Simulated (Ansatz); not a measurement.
Response to strain in GaP

Take GaP in the zinc blende structure (space group F-43m, No. 216; a = 5.439 Å) as the base.

Strains are applied to the cell and any free atomic positions relax.

The values are results of Kohn–Sham DFT with the PBEsol functional, run in Ansatz (a quantum-chemistry and plane-wave program) with PAW and 420 eV plane waves, spin-orbit coupling left out, not measurements.

Notes on the quantities. hole mass: degenerate bands, along [100].

```tsv
variant	gap character	electron mass	band gap	shortest interatomic distance	hole mass
base	indirect, Γ → Γ–X (87 % along)	1.2 mₑ along k, 0.23 mₑ across (off the special points)	1.45 eV	2.355 Å	0.11, 0.37, 0.37 mₑ (at Γ)
isotropic strain −3.00 %	–	1.3 mₑ along k, 0.22 mₑ across (off the special points)	1.27 eV	2.284 Å	0.14, 0.33, 0.33 mₑ (at Γ)
isotropic strain −2.00 %	indirect, Γ → Γ–X (87 % along)	1.2 mₑ along k, 0.22 mₑ across (off the special points)	1.34 eV	2.308 Å	…
isotropic strain −1.00 %	indirect, Γ → Γ–X (87 % along)	1.2 mₑ along k, 0.22 mₑ across (off the special points)	…	2.331 Å	0.12, 0.36, 0.36 mₑ (at Γ)
isotropic strain −0.50 %	indirect, Γ → Γ–X (87 % along)	1.2 mₑ along k, 0.23 mₑ across (off the special points)	1.43 eV	2.343 Å	0.11, 0.36, 0.36 mₑ (at Γ)
isotropic strain +0.50 %	indirect, Γ → Γ–X (87 % along)	1.1 mₑ along k, 0.23 mₑ across (off the special points)	…	2.367 Å	0.10, 0.38, 0.38 mₑ (at Γ)
isotropic strain +1.00 %	indirect, Γ → Γ–X (87 % along)	1.1 mₑ along k, 0.23 mₑ across (off the special points)	1.51 eV	2.379 Å	0.096, 0.38, 0.38 mₑ (at Γ)
isotropic strain +2.00 %	direct at Γ	0.086 mₑ (at Γ)	1.32 eV	2.402 Å	0.084, 0.40, 0.40 mₑ (at Γ)
isotropic strain +2.50 %	direct at Γ	0.079 mₑ (at Γ)	1.20 eV	2.414 Å	0.078, 0.40, 0.40 mₑ (at Γ)
isotropic strain +3.00 %	direct at Γ	0.073 mₑ (at Γ)	1.09 eV	2.426 Å	…
```

Q: Complete the table.

A: 
- isotropic strain −2.00 %, hole mass: 0.13, 0.34, 0.34 mₑ (at Γ)
- isotropic strain −1.00 %, band gap: 1.40 eV
- isotropic strain +0.50 %, band gap: 1.48 eV
- isotropic strain +3.00 %, hole mass: 0.071, 0.41, 0.41 mₑ (at Γ)

Effective masses come from finite differences of ±0.01 Å⁻¹. Along k means along the line from Γ to the band edge. Stability against distortions was not tested.
